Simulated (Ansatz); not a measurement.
System: cubic perovskite CsCaF₃. Method: PBEsol-D3(BJ) (plane waves, PAW; Ansatz, a quantum-chemistry and plane-wave program).

Numerical settings: plane-wave cutoff 520 eV, 8×8×8 k mesh, Fermi–Dirac smearing 0.01 eV, scalar-relativistic PAW data made under PBE.

The cell is scaled about its equilibrium volume:

```
V (Å³/atom)  P (GPa)  direct gap at Γ (eV)
-----------  -------  --------------------
16.600          4.13                 7.652
16.953          2.59                 7.520
17.306          1.22                 7.393
17.659          0.01                 7.271
18.013         -1.08                 7.154
18.366         -2.04                 7.042
18.719         -2.90                 6.934
```

A straight line through the gaps at Γ against ln V gives a volume deformation potential dE_g(Γ)/d ln V of -6.0 eV: the gap at Γ widens under compression.

Note: the relaxation could not lower the start's symmetry, so the cell can be a saddle point above a distorted one.

Spin–orbit coupling is not included.
